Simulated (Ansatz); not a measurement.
Consider CuI in the zinc blende structure (space group F-43m, No. 216; a = 6.079 Å). Axes: x, y, z lie along the cube axes.

Computed with PBE, PAW, 420 eV (Ansatz, a program for electronic structure; no spin-orbit coupling).

One thing is altered: the cell is scaled by 1.0242 in all directions, atoms relaxed at fixed cell.

Q: Predict the stress tensor and what it implies for the stiffness.

A: Stress of the strained cell less that of the base (GPa, compression positive):
```
  -2.32    0.00    0.00
   0.00   -2.32    0.00
   0.00    0.00   -2.32
```

Then B = −ΔP/(ΔV/V₀) with ΔV/V₀ = 0.0744 gives secant stiffness values (nonlinear terms included at this strain): B ≈ 31 GPa.

As a check, the harmonic strain energy −½ V₀ Δσ:ε is 15 meV/atom; the computed energy rise is 16 meV/atom.

No phonon test of stability was made. All final runs are without spin polarisation.
